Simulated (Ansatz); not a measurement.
Base system: BAs in the wurtzite structure (space group P6_3mc, No. 186; a = 3.354 Å, c = 5.554 Å; a cell from a computed database, its experimental status unchecked). Axes: x lies along a and z along c of the hexagonal cell.

Perturbation: uniaxial strain ε_zz = +0.64 %, all other strain components held at zero; the atoms relax in the strained cell.

Levels (all Ansatz, a program for electronic structure, PAW): PBEsol (420 eV, without spin-orbit coupling); r2SCAN (500 eV, scalar-relativistic without spin-orbit coupling).

The geometry is relaxed with PBEsol.

| Item | Result |
|---|---|
| PBEsol pressure | -0.91 GPa |
| PBEsol lowest conduction level above the VBM at special points | M 1.06 eV; K 1.19 eV; L 1.66 eV; Γ 2.21 eV |
| PBEsol gap character | indirect, Γ → M |

Problem. What does r2SCAN give at this geometry for the pressure, lowest conduction level above the VBM at special points and gap character?

Solution. The pressure rises by 1.484 GPa, from -0.91 GPa to 0.58 GPa; the lowest conduction level above the VBM at special points changes from M 1.06 eV; K 1.19 eV; L 1.66 eV; Γ 2.21 eV to M 1.36 eV; K 1.50 eV; L 1.97 eV; Γ 2.53 eV; the gap character is still indirect, Γ → M.

Single points use the geometry relaxed with PBEsol. Their cutoffs differ, which shifts pressures a little. Stability against distortions was not tested. This is not the structure that BAs has at room temperature and ambient pressure.
